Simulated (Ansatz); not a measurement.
Input and output of a self-consistent single point for YAl₂ (R3m, 6 atoms in the cell) (Ansatz, a first-principles code).

Method of the run: PBEsol, default PAW files made with PBE (plane waves; Ansatz).

```
CELL_PARAMETERS angstrom
      0.00000     3.91266     3.91266
      3.91266     0.00000     3.91266
      3.91266     3.91266     0.00000
ATOMIC_POSITIONS crystal
  Y  0.75369 0.75369 0.75369
  Y  0.50000 0.50000 0.50000
  Al 0.12500 0.62500 0.12500
  Al 0.12500 0.12500 0.12500
  Al 0.62500 0.12500 0.12500
  Al 0.12500 0.12500 0.62500
```

Reference input (self-consistent single point, DFT, PBEsol, plane waves, default PAW files made with PBE): basis.ecutwfc = 420 eV; kpoints.mp_grid.grid = 7 7 7; hamiltonian.xc = pbesol; hamiltonian.pseudopotentials = {kind: paw} (the program's default PAW files); scf.occupations.method = fermi_dirac; scf.occupations.width = 0.1 eV. This run's input differs from it in these lines:

Ansatz 0.2 input:
```diff
@@ -15,3 +15,3 @@
 kpoints:
-  mp_grid: { grid: [7, 7, 7] }
+  mp_grid: { grid: [12, 12, 12] }
 hamiltonian:
@@ -20,3 +20,3 @@
 scf:
-  occupations: { method: fermi_dirac, width: 0.1 }
+  occupations: { method: cold, width: 0.5 }
 output:
```

Log, with long lists cut:

```
SCF iter   1: F=—  HF=-9691.624967 eV  |F-HF|=—  |Δ(HF+E_count)|=         —  Δρ=2.19e-3  dr2=5.96e-3  ethr=1.77e-3  ⟨swp⟩=5.3  Hψ=20486  notcnv=0
all-band conjugate gradients solve this SCF's bands
preconditioner: auto → Kerker (q_TF=auto, 2.212 Å⁻¹)
SCF iter   2: F=—  HF=-9691.624760 eV  |F-HF|=—  |Δ(HF+E_count)|=   2.07e-4  S|Δr|=    0.00e0  Δρ=1.30e-3  dr2=1.87e-3  ethr=1.75e-5  ⟨swp⟩=1.4  Hψ=6029  notcnv=0
SCF iter   3: F=—  HF=-9691.624664 eV  |F-HF|=—  |Δ(HF+E_count)|=   9.64e-5  S|Δr|=    0.00e0  Δρ=1.82e-4  dr2=5.94e-5  ethr=5.49e-6  ⟨swp⟩=1.5  Hψ=4884  notcnv=0
SCF iter   4: F=—  HF=-9691.624686 eV  |F-HF|=—  |Δ(HF+E_count)|=   2.25e-5  S|Δr|=    0.00e0  Δρ=4.26e-5  dr2=1.28e-6  ethr=1.75e-7  ⟨swp⟩=2.2  Hψ=5424  notcnv=0
SCF iter   5: F=-9691.624686 eV  HF=-9691.624686 eV  |F-HF|=1.64e-9  |Δ(HF+E_count)|=   6.96e-8  S|Δr|=    0.00e0  Δρ=3.82e-6  dr2=1.14e-8  ethr=2.94e-10  ⟨swp⟩=6.8  Hψ=20097  notcnv=0
SCF 1 converged in 5 iterations: F = -9691.624686 eV  dr2 = 1.14e-8
Stability not checked (fill_not_monotonic)
Free energy (F): -9691.624686 eV
Internal energy: -9691.649363 eV  (E = F + TS)
E sigma→0 (E₀):  -9691.632912 eV
Entropy (-TS):   0.024677 eV (4.113 meV/atom)
Fermi energy:    9.373390 eV
--- Forces (eV/Å), atoms counted from 1 ---
  atom   1  Y     -0.17221495    -0.17221495    -0.17221495
  atom   2  Y      0.04913882     0.04913882     0.04913882
  atom   3  Al     0.03060623     0.04446618     0.03060623
  atom   4  Al     0.01740330     0.01740330     0.01740330
  atom   5  Al     0.04446618     0.03060623     0.03060623
  atom   6  Al     0.03060623     0.03060623     0.04446618
--- Stress (GPa, compression-positive) ---
       -0.619409      -0.033551      -0.033551
       -0.033551      -0.619409      -0.033551
       -0.033551      -0.033551      -0.619409
  P = ⅓ Tr σ = -0.6194 GPa (-6.194 kbar)
  The stress holds the Pulay correction. Without it, at fixed plane waves, as pw.x and ABINIT print it: P = -0.6547 GPa
```

The run converged in 5 iterations. Against the reference run the free energy rises by 10.8 meV/atom, the pressure hardly changes (-0.54 to -0.62 GPa) and the largest force moves little (0.299 to 0.298 eV/Å).

The starting cell comes from a database of computed structures (which also holds hypothetical and non-ambient phases and stackings), without a prior relaxation at this level. Its lattice was rescaled by up to half a per cent. One atom was moved a little off its site on purpose. Ansatz's pressure includes its estimate of the finite-basis (Pulay) stress.
